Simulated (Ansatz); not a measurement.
The reference is CdS in the zinc blende structure (space group F-43m, No. 216; a = 5.927 Å).

Level of theory: PBE (Ansatz, an electronic-structure program, PAW, spin-orbit coupling left out).

One thing is altered: full substitution Cd → Zn, then cell and atoms are relaxed.

Measured band gap: CdS 2.48 eV (0 K or low temperature; as listed in arXiv:1206.3780); ZnS 3.94 eV (static lattice; corrected from measurement; as listed in Wei Chen et al., Physical Review Materials (2018)).

Measured lattice parameter a: CdS 5.832 Å (room temperature; as listed in arXiv:1206.3780); ZnS 5.41 Å (room temperature; as listed in Martin Albrecht, Beate Paulus, Hermann Stoll, Phys. Rev. B (1997)).

### Question
How well does PBE reproduce the measured shift?

### Answer
With PBE the band gap moves by +0.97 eV (1.04 → 2.01) against +1.46 eV measured; the lattice parameter a moves by -0.483 Å (5.927 → 5.444) against -0.422 Å measured. The two measured values stand on different bases (one corrected, one not), which blurs small differences.

Whether these cells are dynamically stable was not tested.
